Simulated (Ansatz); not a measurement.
## A computed series for W: pressure series

Start from W in the bcc (W type) structure (space group Im-3m, No. 229; a = 3.184 Å).

Cell and atoms are relaxed at each pressure.

Level of theory: DFT with PBE, PAW potentials and a 420 eV plane-wave cutoff in Ansatz (a program for electronic structure), no spin-orbit coupling, earlier PAW set.

| P (GPa) | V (Å³/atom) |
|---|---|
| -2.02 | 16.242 |
| -1.02 | 16.188 |
| 1.80 | 16.040 |
| 4.20 | 15.920 |
| 9.00 | 15.692 |
| 18.01 | 15.304 |
| 30.00 | 14.851 |
| 45.00 | 14.365 |
| 60.00 | 13.942 |

Problem. Fit a third-order Birch–Murnaghan equation of state.

Solution. Least squares on P(V) = (3B₀/2)[(V₀/V)^(7/3) − (V₀/V)^(5/3)]·[1 + (3/4)(B₀′ − 4)((V₀/V)^(2/3) − 1)] gives V₀ = 16.13 Å³/atom, B₀ = 307 GPa and B₀′ = 4.0.

Load acts through the strain it causes; cell and atoms are relaxed under it. No phonon test of stability was made. Competing high-pressure phases were not computed. All final runs are without spin polarisation.
